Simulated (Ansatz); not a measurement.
**PBE against r2SCAN: InAs, As → P**

Base system: InAs in the zinc blende structure (space group F-43m, No. 216; a = 6.186 Å).

(Cell as relaxed with PBE.)

Levels (all Ansatz, a quantum-chemistry and plane-wave program, PAW): PBE (420 eV, no SOC); r2SCAN (500 eV, without spin-orbit coupling).

Each level relaxes its own structure.

```tsv
base	PBE	r2SCAN
volume per atom	29.59 Å³	28.50 Å³
lattice parameter a	11.690 bohr	11.545 bohr
band gap	zero	0.08 eV
```

Modification: P takes the place of As on all its sites; the structure is relaxed again.

```tsv
quantity	PBE	r2SCAN
shortest interatomic distance	4.877 bohr	4.834 bohr
hole mass (degenerate bands, along [100])	0.037, 0.46, 0.46 mₑ (at Γ)	0.073, 0.44, 0.44 mₑ (at Γ)
```

PBE's shortest interatomic distance lies 0.043 bohr above r2SCAN's (0.9 %). Neither level is exact; r2SCAN is the comparison here, not a measurement.

Effective masses come from finite differences of ±0.01 Å⁻¹. Stability against distortions was not tested. The final runs are not spin-polarised. A zero or small gap of InAs can be the functional's error rather than a property of the material.
